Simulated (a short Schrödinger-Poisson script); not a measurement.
**Symmetric double-gate stack, SiO2 on p-type Si(100)**

System: symmetric double-gate stack, SiO2 on p-type Si(100), at 300 K.

```
layer  material  thickness (nm)  Na (cm⁻³)
-----  --------  --------------  ---------
1          SiO2             2.2          -
2            Si              10       2e17
3          SiO2             2.2          -
```

The device is made up for the run: typed textbook-type constants, with dimensions and the other settings drawn at random. SiO2: permittivity 3.9, conduction-band edge (eV) 3.15, gap (eV) 9, electron mass (mₑ) 0.5. Si: permittivity 11.7, conduction-band edge (eV) 0, gap (eV) 1.124, Nv at 300 K (cm⁻³) 3.1e19.

Channel valleys (confinement mass, in-plane density-of-states mass, number): Δ2 0.916, 0.19, 2; Δ4 0.19, 0.417, 4. At the gates, both at one voltage, the conduction-band edge of layer 1 lies 3.59 eV − eVg above the Fermi level of the channel. Gaps are held at their typed values at every temperature. Mesh 0.03 nm at interfaces.

Solved with a short Schrödinger-Poisson script written for these runs: 1D Poisson equation in equilibrium, electrons quantum, Hartree (BenDaniel-Duke, 12 states a valley, the channel's in-plane mass for all, wave functions ending at the dielectric), parabolic valleys, classical holes, full ionisation, no traps, pinning or gate leakage.

```csv
Vg (V),electrons (cm⁻²),C (μF/cm²),Δ2 E0 (meV),Δ2 E1 (meV),Δ4 E0 (meV),Δ4 E1 (meV)
0.1,1.89e7,< 0.003,357.7,369.4,373.4,432.1
0.2,9.01e8,0.00568,257.7,269.5,273.4,332.2
0.3,3.88e10,0.221,160.5,172.0,176.2,234.8
0.4,5.11e11,1.33,94.1,103.8,110.0,166.7
0.5,1.54e12,1.88,65.5,71.9,82.6,135.6
0.6,2.79e12,2.11,49.0,52.7,68.7,118.0
0.7,4.15e12,2.25,36.6,38.6,60.1,106.2
0.8,5.58e12,2.34,26.2,27.4,54.3,97.5
0.9,7.07e12,2.41,17.2,17.9,49.9,90.8
1,8.59e12,2.46,9.2,9.6,46.5,85.4
1.1,1.01e13,2.50,1.9,2.2,43.8,80.9
1.2,1.17e13,2.53,-4.7,-4.6,41.4,77.1
1.3,1.33e13,2.56,-10.9,-10.8,39.4,73.7
1.4,1.49e13,2.58,-16.8,-16.7,37.7,70.7
1.5,1.65e13,2.60,-22.3,-22.2,36.1,68.0
1.6,1.81e13,2.62,-27.6,-27.5,34.6,65.5
1.7,1.98e13,2.63,-32.7,-32.6,33.3,63.2
1.8,2.14e13,2.64,-37.6,-37.6,32.0,61.0
1.9,2.31e13,2.66,-42.4,-42.4,30.8,58.9
```

Gate voltages with under 1e6 electrons/cm² are left out.

Subbands count from the Fermi level. The capacitance is that of both gates.
